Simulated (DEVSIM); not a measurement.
System: abrupt Si n-p junction, at 250 K.

Layer 1 from the left is Si, thickness (μm) 13.0, Nd (cm⁻³) 5.1e16, τn (s) 2.2e-6, τp (s) 2.2e-6. Layer 2 from the left is Si, thickness (μm) 0.400, Na (cm⁻³) 4.1e16, τn (s) 2.2e-6, τp (s) 2.2e-6.

Left contact: ohmic. Right contact: ohmic. Voltage is applied to the left contact. Recombination: SRH at mid-gap, Auger. Mobility is constant in doping.

Constants are typed, rounded textbook-type inputs, not results; the design itself was drawn at random and stands for no fabricated device. Values at 300 K; Nc and Nv go as T^1.5, mobilities as T to minus their exponent, the gap by Varshni's rule with the affinity fixed.

Si: gap (eV) 1.124, affinity (eV) 4.05, permittivity 11.7, Nc (cm⁻³) 2.86e19, Nv (cm⁻³) 3.1e19, μn (cm²/Vs) 1417, μp (cm²/Vs) 470, T exponent of μn 2.3, T exponent of μp 2.2, Cn (cm⁶/s) 2.8e-31, Cp (cm⁶/s) 9.9e-32, Varshni α (eV/K) 0.000473, Varshni β (K) 636.

Problem. Estimate by hand the built-in potential, the peak field at zero bias, the capacitance at 3 V, and compare with a numerical solution.

Solution. 
- Built-in potential: ni = √(Nc Nv) exp(−Eg/2kT) = 8.01e7 cm⁻³ with Eg = 1.136 eV; Vbi = kT/q ln(Na Nd/ni²) = 0.869 V; numerical 0.869 V.
- Peak field at zero bias: depletion approximation: W = √(2εVbi/(qN)) = 0.222 μm with N = 2.27e16 cm⁻³; field = 2Vbi/W = 78200 V/cm; numerical 76200 V/cm (estimate above by 2.6 %).
- Capacitance at 3 V: C = √(qεN / 2(Vbi + |V|)) = 22.1 nF/cm²; numerical 22.2 nF/cm² (estimate below by 0.56 %).

Simulated with DEVSIM: 1D drift-diffusion, Boltzmann statistics, complete ionisation; no tunnelling, impact ionisation, image-force lowering or self-heating.
